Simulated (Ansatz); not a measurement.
# AlP (model structure, P6₂22, No. 180, 6 atoms in the cell)

Computed with LDA in Ansatz (plane waves, PAW).

Numerical settings: plane-wave cutoff 520 eV, 18×18×8 k mesh (along the axes of the cell as run), Fermi–Dirac smearing 0.05 eV, scalar-relativistic PAW data made under PBE.

Cell (relaxed with PBEsol):

```
AlP
1.0
    3.82126     0.00000     0.00000
   -1.91063     3.30931     0.00000
    0.00000     0.00000     8.63271
Al P
3 3
Cartesian
  1.91058   0.00000   5.75514
 -0.95529   1.65461   2.87757
  0.95534   1.65470   0.00000
  1.91056   0.00000   1.43879
 -0.95528   1.65459   7.19393
  0.95535   1.65472   4.31636
```

```json
{
 "band_gap": "0.84 eV (on the SCF k mesh)",
 "Γ–Γ gap": "2.06 eV"
}
```

Note: the relaxation could raise the start's symmetry but not lower it, so the cell can be a saddle point; cell and atoms aren't relaxed at this level (pressure -1.8 GPa).

The computed numbers hold no vibrational or temperature effects.

A model structure was made by putting elements into a prototype or built by hand; it is no filed structure, need not be a known phase, and can be a saddle point held by its symmetry.

Ansatz is a program for electronic structure.
